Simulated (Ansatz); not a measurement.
Consider SnSb in the rock salt structure (space group Fm-3m, No. 225; a = 6.088 Å; relaxed with 0.1 eV smearing). Axes: x, y, z lie along the cube axes.

Computed with PBEsol (Ansatz, a program for electronic structure, PAW, spin-orbit coupling left out).

For the base:

```
Property                         Value
-----------------------------  -------
Shortest interatomic distance  3.044 Å
Pressure                       0.0 GPa
```

One thing is altered: strain tensor (xx, yy, zz, yz, xz, xy) = (−0.71, +0.79, −1.27, −0.77, +0.47, −0.39) %, atoms relaxed at fixed cell.

Q: Predict the new shortest interatomic distance, pressure and energy relative to the base.

A: The shortest interatomic distance falls by 0.039 Å (3.044 Å → 3.005 Å); the pressure (mean of the normal stresses, compression positive) goes from zero to 0.8 GPa; the energy increases by 3.8 meV/atom.

No phonon test of stability was made. All final runs are without spin polarisation. An odd electron count without spin: SnSb.
